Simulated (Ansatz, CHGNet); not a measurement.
# L1₀ (CuAu-type) CuAu: properties by level of theory

Reference values: lattice constant a 2.8 Å (measured, temperature not stated, no zero-point or thermal correction; as tabulated in Nepal et al. (2019), arXiv:1905.09348); lattice parameter c 3.67 Å (measured, temperature not stated, no zero-point or thermal correction; as tabulated in Mehl et al. (2016), arXiv:1607.02532).

| level (code) | equilibrium lattice constant a (Å) | c axis length (Å) |
|---|---|---|
| CHGNet 0.3.0 | 2.918 | [?] |
| PBE (Ansatz) | 2.863 | 3.661 |
| PBE+SOC (Ansatz) | 2.845 | 3.684 |
| PBEsol (Ansatz) | 2.810 | [?] |
| r²SCAN+SOC (Ansatz) | 2.827 | 3.614 |

Q: Complete the blanks.

A: 
- CHGNet 0.3.0, c axis length (Å): 3.516
- PBEsol (Ansatz, a first-principles code), c axis length (Å): 3.599

Differences from the reference values (errors of the level alone only where the reference is corrected to a static lattice):

```csv
level,lattice constant a (%),lattice parameter c (%)
CHGNet 0.3.0,+4.21,-4.20
PBE,+2.25,-0.25
PBE+SOC,+1.61,+0.38
PBEsol,+0.36,-1.93
r²SCAN+SOC,+0.96,-1.53
```

Nearest: lattice constant a, not ranked (reference at room or unstated temperature); lattice parameter c, not ranked (reference at room or unstated temperature).

Machine-learned potentials (CHGNet 0.3.0) are trained on DFT data: a solid inside that data is no test of them.

Ansatz's density-functional and Hartree–Fock values are scalar-relativistic unless marked +SOC, with PAW data made under PBE.

Differences are worked out from the printed values.

Static lattice: no zero-point or thermal effects.
